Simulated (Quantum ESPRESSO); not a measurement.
# Energy against c/a at fixed volume: hcp Y (space group 194) (Quantum ESPRESSO, PBE)

```
Y
1.0
    3.69327     0.00000     0.00000
   -1.84663     3.19846     0.00000
    0.00000     0.00000     5.56601
Y
2
Cartesian
  1.84664   1.06615   4.17450
  0.00000   2.13231   1.39150
```

Method of the run: PBE, GBRV 1.5 ultrasoft (PBE) pseudopotentials (plane waves; Quantum ESPRESSO). Settings: ecutwfc = 52 Ry; ecutrho = 416 Ry; occupations = smearing; smearing = fermi-dirac; degauss = 0.0036749 Ry; potentials = {Y: y_pbe_v1.4.uspp.F.UPF}; K_POINTS = automatic 20 20 12 0 0 0; conv_thr = 1e-10 Ry; mixing_beta = 0.7. The cell above is the first row's. The rows change c/a at fixed volume. In all rows fractional positions and the k mesh are held. E is the free energy at the stated smearing, counted from the lowest row.

```csv
c/a,E (meV/atom)
1.5071,?
1.5228,1.61
1.5385,0.38
1.5542,0.00
1.5699,0.43
1.5856,1.64
1.6013,3.56
1.6170,6.17
1.6327,9.42
```

Taking a cubic for E over the 8 complete rows: With u = c/a - 1.58, the rows have u = -0.05720, -0.04150, -0.02580, -0.01010, 0.00560, 0.02130, 0.03700, 0.05270. Least squares gives E = 1.121 + 83.42·u + 1502.4·u² - 1847·u³. Residuals (row less fit): -0.001, 0.001, -0.001, -0.004, 0.005, -0.002, -0.001, 0.000; standard error 0.003 (degrees of freedom: 4). The fitted curve has its minimum at c/a = 1.55, where E = 0.00. To one more digit the minimum is at c/a = 1.554; the ideal close-packed ratio is 1.633.

Problem. What does the fit predict for E at c/a = 1.5071, and how far is the calculated value from it?

Solution. u = -0.07290, so E = 1.121 + 83.42 × (-0.07290) + 1502.4 × (-0.07290)² - 1847 × (-0.07290)³ = 3.740 meV/atom. The calculation gives 3.72 meV/atom, 0.020 meV/atom below the prediction (0.2 % of the range of E in the table). The row lies outside the fitted rows, so this is an extrapolation. From the scatter of the fitted rows alone, a prediction at this place has a standard error of 0.009 meV/atom, so the miss is 2.2 times that.

Carrying the step between the two nearest rows on in a straight line would have given 2.84, off by 0.88; series whose last step already gives the withheld value aren't shown. The reference cell has the volume at which an earlier scan in this program and functional put its minimum by a fit; axis ratios and inner coordinates come from a measured-size cell. The runs keep the symmetry of the cell, so they don't test it for distortions. The best c/a moves a little with volume. In metals such curves are sensitive to mesh and smearing. Cutoffs and mesh are single choices, not tested for convergence of this quantity. Series with a scatter that would blur these digits, or in which a gap closes, are not shown. Strain series were run only where this level's volume lies within 10 % of a first guess from the measured size.
